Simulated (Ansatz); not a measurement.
The parent structure is BAs in the zinc blende structure (space group F-43m, No. 216).

```
BAs
1.0
    0.00000     2.40463     2.40463
    2.40463     0.00000     2.40463
    2.40463     2.40463     0.00000
B As
1 1
Direct
  0.00000   0.00000   0.00000
  0.25000   0.25000   0.25000
```

Method: DFT with PBE, PAW potentials and a 420 eV plane-wave cutoff in Ansatz (a program for electronic structure), scalar-relativistic without spin-orbit coupling.

Base values:

- Band gap = 1.21 eV
- Density = 5.12 g/cm³

One thing is altered: a negative pressure, −2 GPa.

How does this affect the band gap?

The band gap rises by 0.016 eV to 1.22 eV.

How does this affect the density?

The density drops by 0.08 g/cm³, from 5.12 g/cm³ to 5.04 g/cm³.

Load acts through the strain it causes; cell and atoms are relaxed under it. Stability against distortions was not tested.
